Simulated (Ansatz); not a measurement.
## Habitual settings against a tight run: ZrGa3 (I4/mmm, 8 atoms in the cell)

Self-consistent single point.

```yaml
crystal:
  lattice:
    - [-1.99488, 1.99488, 8.83136]
    - [1.99488, -1.99488, 8.83136]
    - [1.99488, 1.99488, -8.83136]
  atoms:
    - { symbol: Zr, position: [0.88155, 0.88155, 0.00000] }
    - { symbol: Zr, position: [0.11845, 0.11845, 0.00000] }
    - { symbol: Ga, position: [0.00000, 0.50000, 0.50000] }
    - { symbol: Ga, position: [0.50000, 0.00000, 0.50000] }
    - { symbol: Ga, position: [0.75000, 0.25000, 0.50000] }
    - { symbol: Ga, position: [0.25000, 0.75000, 0.50000] }
    - { symbol: Ga, position: [0.62389, 0.62389, 0.00000] }
    - { symbol: Ga, position: [0.37611, 0.37611, 0.00000] }
```

Method of the run: PBEsol, default PAW files made with PBE (plane waves; Ansatz, a first-principles code).

Base settings: basis.ecutwfc = 420 eV; kpoints.mp_grid.grid = 7 7 7; hamiltonian.xc = pbesol; hamiltonian.pseudopotentials = {kind: paw} (the program's default PAW files); scf.occupations.method = cold; scf.occupations.width = 0.2 eV.

Tight run (finer mesh or higher cutoff; not a proven limit): basis.ecutwfc: 420 eV → 590 eV; kpoints.mp_grid.grid: 7 7 7 → 10 10 10; scf.convergence.dr2_threshold: default (1e-07 eV) → 1e-09 eV. It gave Fermi level (on the code's own zero) 12.76 eV; pressure -4.87 GPa; largest force (vector length) 0.073 eV/Å.

Quick runs, as changes from the base:
- A: basis.ecutwfc: 420 eV → 250 eV; kpoints.mp_grid.grid: 7 7 7 → 3 3 3; hamiltonian.xc: pbesol → lda [LDA (PW92)]
- B: kpoints.mp_grid.grid: 7 7 7 → 4 4 4; scf.occupations.method: cold → gaussian; scf.occupations.width: 0.2 eV → 0.5 eV; kpoints.mp_grid.shift: default → 0.5 0.5 0.5
- C: basis.ecutwfc: 420 eV → 210 eV; kpoints.mp_grid.grid: 7 7 7 → 8 8 8; scf.occupations.method: cold → fermi_dirac
- D: basis.ecutwfc: 420 eV → 250 eV; kpoints.mp_grid.grid: 7 7 7 → 6 6 6; hamiltonian.xc: pbesol → lda; scf.occupations.method: cold → methfessel_paxton; scf.occupations.width: 0.2 eV → 0.5 eV [LDA (PW92)]
- E: basis.ecutwfc: 420 eV → 335 eV; kpoints.mp_grid.grid: 7 7 7 → 6 6 6; scf.occupations.method: cold → gaussian; scf.convergence.dr2_threshold: default (1e-07 eV) → 0.001 eV

Energies are extrapolated to zero smearing width, which holds to low order in the width alone.

Dashes: energy of A, D, another energy zero.

† marks runs with another functional, U, potentials or spin treatment: their distance from the tight run is not a convergence error alone.

The count of work is k-points × plane waves × bands × iterations; it is no time. 

Pressures in the table are Ansatz's without its Pulay estimate, at a fixed set of plane waves; the tight run's value above holds the estimate.

The starting cell comes from a database of computed structures (which also holds hypothetical and non-ambient phases and stackings), without a prior relaxation at this level. Its lattice was rescaled by a random factor within 2.5 % of one. In the base run, with a pressure of about -5 GPa the cell is away from its equilibrium volume at this level.

```tsv
run	energy less tight (meV/atom)	pressure less tight (GPa)	largest miss in a force vector (eV/Å)	count of work / tight
A†	–	-64.97	0.054	0.013
B	3.3	0.48	0.044	0.059
C	4621.0	-203.00	0.076	0.11
D†	–	-65.42	0.019	0.075
E	14.2	-1.40	0.026	0.075
```

Among the runs at the tight run's level, the energy misses run from 3.3 to 4621.0 meV/atom.

Keys are those of Ansatz 0.2.
